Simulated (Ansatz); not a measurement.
Ansatz (an electronic-structure program), DFT, PBEsol, plane waves, its default PAW files: Tl2CN2, supercell, atoms displaced (from the phase in space group 2, mp-570443) (C6N12Tl12), 30 atoms. Basis and mesh were picked for this test and aren't claimed converged.

- cell = 10.65, 6.85, 9.85 Å; 99.2, 98.5, 112.3°
- distance to the nearest atom = 1.18 to 2.58 Å
- task = single point
- k mesh = 2×4×2
- hamiltonian.xc = pbesol
- kind of files = paw
- scf.occupations.method = fermi_dirac
- scf.occupations.width = 0.05 eV
- output.forces = true
- binding of workers (--pin) = off
- k-point pools (--kpoint-pools) = 1
- memory maximum (--max-ram) = 8GiB
- accuracy = medium (default)
- basis.precision = auto (default)
- basis.xc_grid = 2 (default)
- scf.mixing.algorithm = auto (default)
- scf.mixing.preconditioner = auto (default)
- scf.convergence.dr2_threshold = 6.38907e-07 (default)
- scf.lower_state_search = light (default)
- k-points after symmetry = 12
- bands at the start = 150
- electrons = 240
- plane waves at Γ = 12513
- cutoff (eV) = 420
- FFT grid = 72×48×72
- symmetry operations = 1

One run each.

All on 4 threads. Base settings, kept where nothing else is said: scf.eigensolver.kind = auto (default), scf.eigensolver.mixed_precision = false (default), scf.eigensolver.cushion = auto (default), scf.eigensolver.full_accuracy = false (default), scf.algorithm = auto (default) (scf.eigensolver.max_subspace_factor, scf.eigensolver.real_solve not set). The settings tried:
- scf.eigensolver.kind = davidson
- scf.eigensolver.kind = davidson, scf.eigensolver.mixed_precision = true
- scf.algorithm = direct_min
- scf.algorithm = density_mixing
- scf.eigensolver.kind = davidson, scf.eigensolver.cushion = true
- scf.eigensolver.mixed_precision = true
- scf.eigensolver.kind = davidson, scf.eigensolver.max_subspace_factor = 2
- scf.eigensolver.kind = davidson, scf.eigensolver.max_subspace_factor = 6
- scf.eigensolver.real_solve = false
- the base settings
- scf.eigensolver.full_accuracy = true

Question: Predict which of these converge in the fewest applications of H to a band.

Answer: Fewest applications of H to a band, with those close behind: scf.eigensolver.real_solve = false (33850); the base settings (33908); scf.algorithm = density_mixing (33908). Most among those that reach the base run's result: scf.algorithm = direct_min (112754). All converged.

| setting | applications of H to a band | SCF iterations (all cycles of the run, searches included) | end |
|---|---|---|---|
| scf.eigensolver.real_solve = false | 33850 | 9 | converged |
| the base settings | 33908 | 9 | converged |
| scf.algorithm = density_mixing | 33908 | 9 | converged |
| scf.eigensolver.kind = davidson | 46941 | 9 | converged |
| scf.eigensolver.kind = davidson, scf.eigensolver.max_subspace_factor = 6 | 46951 | 9 | converged |
| scf.eigensolver.kind = davidson, scf.eigensolver.mixed_precision = true | 47258 | 9 | converged |
| scf.eigensolver.mixed_precision = true | 47258 | 9 | converged |
| scf.eigensolver.kind = davidson, scf.eigensolver.cushion = true | 49326 | 9 | converged |
| scf.eigensolver.kind = davidson, scf.eigensolver.max_subspace_factor = 2 | 50949 | 9 | converged |
| scf.eigensolver.full_accuracy = true | 83378 | 9 | converged |
| scf.algorithm = direct_min | 112754 | 8 | converged |

An iteration's cost differs between solvers, so these counts don't give the time.

Keys are those of Ansatz 0.2.
